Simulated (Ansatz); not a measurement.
LuMgNO (model structure, started from the LaZnOP type, P4/nmm, No. 129, 8 atoms in the cell) was calculated with PBEsol+SOC (plane waves, PAW; Ansatz, a first-principles code).

Settings: plane-wave cutoff 520 eV, 10×10×6 k mesh (along the axes of the cell as run), Fermi–Dirac smearing 0.01 eV, PAW data made under PBE.

Cell (relaxed with PBEsol):

LuMgNO is taken in the tetragonal space group P4/nmm, origin choice 1 (No. 129), Pearson symbol tP8. Lattice parameters: a = b = 3.7014 Å, c = 7.5980 Å, α = β = γ = 90.00°. Lu on 2c is surrounded by 4 O at 2.150 Å. Mg on 2b is coordinated by 4 N at 2.107 Å (tetrahedral). N on 2c is surrounded by 4 Mg at 2.107 Å. O on 2a has 4 Lu at 2.150 Å (tetrahedral). (Neighbours: up to the widest gap in distance over summed covalent radii, below 1.35, at either atom; cation-cation and far metal-metal contacts left out.)

Task: Give the computed band gap and smallest direct gap on the k points sampled.

Result: 
- band gap: 1.55 eV (indirect)
- smallest direct gap on the k points sampled: 1.73 eV

Note: the relaxation could raise the start's symmetry but not lower it, so the cell can be a saddle point.

The computed numbers hold no vibrational or temperature effects.

It cost very roughly 10 core-minutes of CPU time.

A model structure was made by putting elements into a prototype or built by hand; it is no filed structure, need not be a known phase, and can be a saddle point held by its symmetry.
